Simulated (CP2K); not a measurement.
CP2K run on VTl3Se2S2 (Fmm2, 8 atoms in the cell): self-consistent single point.

Method: PBEsol, GPW, DZVP-MOLOPT-SR-GTH basis, GTH-PBE potentials (GTH_POTENTIALS) (CP2K 2026.2).

```yaml
crystal:
  lattice:
    - [6.77598, 0.00000, 0.00000]
    - [2.24929, 6.35553, 0.00000]
    - [4.52669, 3.15144, 5.51916]
  atoms:
    - { symbol: V, position: [0.00585, 0.00585, 0.99415] }
    - { symbol: Tl, position: [0.00541, 0.00541, 0.49459] }
    - { symbol: Tl, position: [0.50541, 0.50541, 0.99459] }
    - { symbol: Tl, position: [0.49530, 0.49530, 0.50470] }
    - { symbol: Se, position: [0.66181, 0.00097, 0.99903] }
    - { symbol: Se, position: [0.00097, 0.66181, 0.33819] }
    - { symbol: S, position: [0.00185, 0.32341, 0.99815] }
    - { symbol: S, position: [0.32341, 0.00185, 0.67659] }
```

Reference input (self-consistent single point, DFT LDA (Pade form), GPW, DZVP-MOLOPT-SR-GTH basis, GTH-PADE potentials (GTH_POTENTIALS)): CUTOFF = 600 Ry; REL_CUTOFF = 50 Ry; KPOINTS/SCHEME = MONKHORST-PACK 3 3 3; XC_FUNCTIONAL = PADE; V/BASIS_SET = DZVP-MOLOPT-SR-GTH; V/POTENTIAL = GTH-PADE-q13; Tl/BASIS_SET = DZVP-MOLOPT-SR-GTH; Tl/POTENTIAL = GTH-PADE-q13; Se/BASIS_SET = DZVP-MOLOPT-SR-GTH; Se/POTENTIAL = GTH-PADE-q6; S/BASIS_SET = DZVP-MOLOPT-SR-GTH; S/POTENTIAL = GTH-PADE-q6. This run's input differs from it in these lines:

```diff
@@ -38,3 +38,6 @@
     &XC
-      &XC_FUNCTIONAL PADE
+      &XC_FUNCTIONAL
+        &PBE
+          PARAMETRIZATION PBESOL
+        &END PBE
       &END XC_FUNCTIONAL
@@ -76,3 +79,3 @@
       BASIS_SET DZVP-MOLOPT-SR-GTH
-      POTENTIAL GTH-PADE-q13
+      POTENTIAL GTH-PBE-q13
     &END KIND
@@ -80,3 +83,3 @@
       BASIS_SET DZVP-MOLOPT-SR-GTH
-      POTENTIAL GTH-PADE-q13
+      POTENTIAL GTH-PBE-q13
     &END KIND
@@ -84,3 +87,3 @@
       BASIS_SET DZVP-MOLOPT-SR-GTH
-      POTENTIAL GTH-PADE-q6
+      POTENTIAL GTH-PBE-q6
     &END KIND
@@ -88,3 +91,3 @@
       BASIS_SET DZVP-MOLOPT-SR-GTH
-      POTENTIAL GTH-PADE-q6
+      POTENTIAL GTH-PBE-q6
     &END KIND
```

Log, with long lists cut:

```
 SCF WAVEFUNCTION OPTIMIZATION

  Step     Update method      Time    Convergence         Total energy    Change
     1 NoMix/Diag. 0.40E+00      -     1.74531883      -260.3248526690 -2.60E+02
     2 Broy./Diag. 0.40E+00      -     0.35674577      -259.6768682405  6.48E-01
     3 Broy./Diag. 0.40E+00      -     0.33816768      -262.9279702499 -3.25E+00
     4 Broy./Diag. 0.40E+00      -     0.15249424      -259.1197818167  3.81E+00
     5 Broy./Diag. 0.40E+00      -     0.03504935      -260.6060743069 -1.49E+00
     6 Broy./Diag. 0.40E+00      -     0.01744086      -260.1195892911  4.86E-01
   [... 3 lines left out ...]
    10 Broy./Diag. 0.40E+00      -     0.00003006      -260.2774091144  6.61E-03
    11 Broy./Diag. 0.40E+00      -     0.00001367      -260.2769821713  4.27E-04
    12 Broy./Diag. 0.40E+00      -     0.00000443      -260.2771327804 -1.51E-04
    13 Broy./Diag. 0.40E+00      -     0.00000022      -260.2771789525 -4.62E-05
  *** SCF run converged in    13 steps ***

  Overlap energy of the core charge distribution:               0.00000000017401
  Self energy of the core charge distribution:               -475.35508178133148
  Core Hamiltonian energy:                                    128.97225208007484
  Hartree energy:                                             122.60507808801196
  Exchange-correlation energy:                                -36.49942733938910

  Total energy:                                              -260.27717895245979

                     Mulliken Population Analysis

 #  Atom  Element  Kind  Atomic population                           Net charge
       1     V        1         13.284134                             -0.284134
       2     Tl       2         12.943766                              0.056234
   [... lines left out ...]

 STRESS| Analytical stress tensor [bar]
 STRESS|                        x                   y                   z
 STRESS|      x       -2.04385504860E+04   2.49684839714E+02  -4.29195598540E+02
 STRESS|      y        2.49684839714E+02  -1.88828825065E+04   6.97733302941E+02
 STRESS|      z       -4.29195598540E+02   6.97733302941E+02  -1.96796055487E+04
 STRESS| 1/3 Trace                                            -1.96670128471E+04
```

The run converged in 13 iterations. Against the reference run the pressure goes from -3.82 to -1.97 GPa, the largest force goes from 0.376 to 0.195 eV/Å and the gap on the mesh goes from 1.801 to 1.827 eV.

The starting cell comes from a database of computed structures (which also holds hypothetical and non-ambient phases and stackings), without a prior relaxation at this level. Spin-orbit coupling is off. Values carry the incompleteness of an atom-centred basis. The potentials were made for another functional than the one used.

Cost on one core of a shared machine: roughly 90 s.
